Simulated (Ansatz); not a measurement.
Functionals compared on a constructed model of the (111) surface of fcc Pt, a pseudomorphic layer of Mn in the host's stacking (bottom of the slab: a bare face, its two planes held), in Ansatz (plane waves, PAW). The structure was relaxed with PBE; the other rows are single points on it. Cutoff 420 eV.

Model: 7-atom slab, 13.8 Å thick at the start, 15x15x1 mesh, Fermi-Dirac 0.1 eV, dipole correction, 2 atoms held, the rest relaxed; start symmetry kept, larger cells not searched; spin-polarised, ending with about 4.2 μB a cell; orders that need a larger cell were not tried, no spin-orbit, no U. It is one candidate, not shown to be the stable structure of the face. These notes are the PBE run's.

```
functional  work function of the top face (eV)  magnetic moment of the cell (μB)  rough cost of the single point
----------  ----------------------------------  --------------------------------  ------------------------------
PBE                                       4.31                              4.18                               –
RPBE                                      4.19                              4.22         roughly 90 core-seconds
```

Ansatz is a quantum-chemistry and plane-wave program.
